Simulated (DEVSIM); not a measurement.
Structure: Schottky contact on p-type Si, at 300 K.

```csv
layer (left to right),material,thickness (μm),Na (cm⁻³),τn (s),τp (s)
1,Si,3.60,4.2e16,6.6e-7,6.6e-7
```

Left contact: Schottky, work function 4.524 eV, emission velocity 6.7e6 cm/s. Right contact: ohmic. Voltage is applied to the left contact. Recombination: SRH at mid-gap. Mobility is constant in doping.

The device is made up for the run: typed textbook-type constants, with dimensions and the other settings drawn at random. Values at 300 K.

```tsv
parameter	Si
gap (eV)	1.124
affinity (eV)	4.05
permittivity	11.7
Nc (cm⁻³)	2.86e19
Nv (cm⁻³)	3.1e19
μn (cm²/Vs)	1417
μp (cm²/Vs)	470
```

DEVSIM, 1D drift-diffusion, Boltzmann statistics, complete ionisation; no tunnelling, impact ionisation, image-force lowering or self-heating. Metal contacts follow the ideal Schottky-Mott rule: no Fermi-level pinning, no interface dipoles.

Question: Tabulate band edges, carrier densities and field at zero bias.

Answer: Energies count from the Fermi level of the right contact; mesh points crowd at the junctions.

```tsv
x (μm)	Ec (eV)	Ev (eV)	n (cm⁻³)	p (cm⁻³)	field (V/cm)
0.000	0.474	-0.650	3.1e11	3.7e8	76000
0.01063	0.552	-0.572	1.5e10	7.6e9	70000
0.02797	0.663	-0.461	2.1e8	5.6e11	59000
0.05081	0.780	-0.344	2200000	5.2e13	44000
0.1025	0.923	-0.201	9100	1.3e16	13000
0.1579	0.951	-0.173	3000	3.8e16	1200
0.2375	0.953	-0.171	2800	4.2e16	23
0.4176	0.953	-0.171	2800	4.2e16	≈ 0
0.6107	0.953	-0.171	2800	4.2e16	≈ 0
0.9255	0.953	-0.171	2800	4.2e16	≈ 0
1.340	0.953	-0.171	2800	4.2e16	≈ 0
2.133	0.953	-0.171	2800	4.2e16	≈ 0
2.586	0.953	-0.171	2800	4.2e16	≈ 0
2.902	0.953	-0.171	2800	4.2e16	≈ 0
3.196	0.953	-0.171	2800	4.2e16	≈ 0
3.326	0.953	-0.171	2800	4.2e16	≈ 0
3.425	0.953	-0.171	2800	4.2e16	≈ 0
3.486	0.953	-0.171	2800	4.2e16	≈ 0
3.542	0.953	-0.171	2800	4.2e16	≈ 0
3.567	0.953	-0.171	2800	4.2e16	≈ 0
3.584	0.953	-0.171	2800	4.2e16	≈ 0
3.600	0.953	-0.171	2800	4.2e16	≈ 0
```
